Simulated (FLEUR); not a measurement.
Band structure of PdIn (Pm-3m, 2 atoms in the cell).

```yaml
crystal:
  lattice:
    - [3.28152, 0.00000, 0.00000]
    - [0.00000, 3.28152, 0.00000]
    - [0.00000, 0.00000, 3.28152]
  atoms:
    - { symbol: In, position: [0.50000, 0.50000, 0.50000] }
    - { symbol: Pd, position: [0.00000, 0.00000, 0.00000] }
```

Level of theory: PBE, all-electron FLAPW (FLEUR), scalar-relativistic valence.

Settings: Kmax = 4 1/bohr; GmaxXC = 16 1/bohr; xcFunctional = pbe; jspins = 1; l_soc = F; mode = hist; fermiSmearingEnergy = 0.00499791 Htr; mesh (inpgen div1-3) = 13 13 13; inpgen gamma flag = false; Gmax = 16 1/bohr; numbands = 0; maxIterBroyd = 15; imix = Anderson; alpha = 0.05.

The starting cell has typed, rounded lattice constants, without a prior relaxation at this level. Its lattice was rescaled by a random factor within 2.5 % of one. Spin polarisation is off. Values depend on the basis (sphere radii, cutoffs, local orbitals), which need not be converged.

Levels in eV from the Fermi level, bands 11 to 18:
```csv
point,11,12,13,14,15,16,17,18
Γ,-3.84,-2.32,-2.32,-2.32,4.17,4.17,4.17,9.31
X,-3.82,-3.29,-3.29,-2.39,-1.18,9.52,9.52,9.81
M,-2.72,-2.72,-2.32,-2.32,-1.76,1.36,2.40,9.37
R,-4.87,-1.72,-1.72,-0.15,3.74,3.74,3.74,4.33
```
